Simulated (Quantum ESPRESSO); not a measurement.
A self-consistent single point of Ca2GePd3 (R-3m, 6 atoms in the cell) with Quantum ESPRESSO.

Computed with PBEsol, PseudoDojo standard norm-conserving (PBESOL) pseudopotentials (plane waves; Quantum ESPRESSO).

```
Ca2GePd3
1.0
    2.80569    -1.61987     4.12498
    0.00000     3.23973     4.12498
   -2.80569    -1.61987     4.12498
Ca Ge Pd
2 1 3
Direct
  0.87205   0.87205   0.87205
  0.12795   0.12795   0.12795
  0.50000   0.50000   0.50000
  0.50000   0.50000   0.00000
  0.00000   0.50000   0.50000
  0.50000   0.00000   0.50000
```

Reference input (self-consistent single point, DFT, PBEsol, plane waves, PseudoDojo standard norm-conserving (PBESOL) pseudopotentials): ecutwfc = 85 Ry; occupations = smearing; smearing = fd; degauss = 0.0073499 Ry; potentials = {Ca: Ca.upf, Ge: Ge.upf, Pd: Pd.upf}; K_POINTS = automatic 4 4 4 0 0 0; conv_thr = 1e-10 Ry; mixing_beta = 0.4. This run's input differs from it in these lines:

```diff
@@ -20,3 +20,3 @@
 &ELECTRONS
- conv_thr = 1e-10
+ conv_thr = 7.3e-04
  mixing_beta = 0.4
```

The program printed (abridged):

```
     Self-consistent Calculation

     iteration #  1     ecut=    85.00 Ry     beta= 0.40

     total energy              =   -1139.35840571 Ry
     estimated scf accuracy    <       6.68151359 Ry

     iteration #  2     ecut=    85.00 Ry     beta= 0.40

     total energy              =   -1142.23543534 Ry
     estimated scf accuracy    <       5.38054843 Ry

     iteration #  3     ecut=    85.00 Ry     beta= 0.40

     total energy              =   -1142.48866023 Ry
     estimated scf accuracy    <       0.71365096 Ry

   [... 4 blocks of this kind left out ...]

     iteration #  8     ecut=    85.00 Ry     beta= 0.40

     total energy              =   -1142.49522035 Ry
     estimated scf accuracy    <       0.00160045 Ry

     iteration #  9     ecut=    85.00 Ry     beta= 0.40
     End of self-consistent calculation

     the Fermi energy is    14.0989 ev

!    total energy              =   -1142.49520888 Ry
     estimated scf accuracy    <       0.00014289 Ry
     smearing contrib. (-TS)   =      -0.00822815 Ry
     internal energy E=F+TS    =   -1142.48698072 Ry

     convergence has been achieved in   9 iterations

     Forces acting on atoms (cartesian axes, Ry/au):

     atom    1 type  1   force =     0.00000000    0.00000000   -0.00129824
     atom    2 type  1   force =     0.00000000    0.00000000    0.00129824
     atom    3 type  2   force =     0.00000000    0.00000000   -0.00000000
     atom    4 type  3   force =     0.00000000    0.00000000   -0.00000000
     atom    5 type  3   force =    -0.00000000    0.00000000   -0.00000000
   [... lines left out ...]
     Total force =     0.001836     Total SCF correction =     0.002182
   [... lines left out ...]
     SCF correction compared to forces is large: reduce conv_thr to get better values

          total   stress  (Ry/bohr**3)                   (kbar)     P=       -9.65
  -0.00010284  -0.00000000   0.00000000          -15.13       -0.00        0.00
   0.00000000  -0.00010284  -0.00000000            0.00      -15.13       -0.00
   0.00000000  -0.00000000   0.00000894            0.00       -0.00        1.32

   JOB DONE.
```

The run converged in 9 iterations. Against the reference run the free energy stays essentially unchanged (within 1 meV/atom), the pressure goes from -2.69 to -0.96 GPa and the largest force goes from 0.025 to 0.033 eV/Å. The full log also holds: “SCF correction compared to forces is large: reduce conv_thr to get better values”.

The starting cell comes from a database of computed structures (which also holds hypothetical and non-ambient phases and stackings), without a prior relaxation at this level. Spin polarisation is off.

Cost on one core of a shared machine: roughly 2 min.
